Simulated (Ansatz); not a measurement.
System: interstitial N in fcc Al (neutral cell). The step: N moves alone to another site; the atom moves 1.75 Å along (-0.25, -0.25, -0.25) of the unit cell; the moving atom starts with neighbours 4 Al at 1.87 Å and ends with 6 Al at 2.07 Å. DFT values are from Ansatz (plane-wave PAW, 420 eV unless said) in a cell of 32 host sites, spin-restricted, static, with no finite-size correction. Sites that were not tried may lie lower. For the PBE band: the program found a first-order saddle point.

| Level | Forward barrier (eV) | Cost of the band or of the saddle's single point |
|---|---|---|
| CHGNet universal potential (has no charge state), its own band | 0.43 | - |
| PBE, a 3×3×3 k-point mesh shifted by half a step, band relaxed | 0.87 | about 70 core-minutes (a rough figure) |
| PBE, a 5×5×5 k-point mesh shifted by half a step, same geometries | 0.91 | about 3 core-minutes (a rough figure) |
| r2SCAN at 500 eV, a 3×3×3 k-point mesh shifted by half a step, same geometries | … | very roughly 110 core-seconds |

### Question
Complete the blanks.

### Answer

- r2SCAN at 500 eV, a 3×3×3 k-point mesh shifted by half a step, same geometries, Forward barrier (eV): 1.03

Ansatz is a first-principles code.
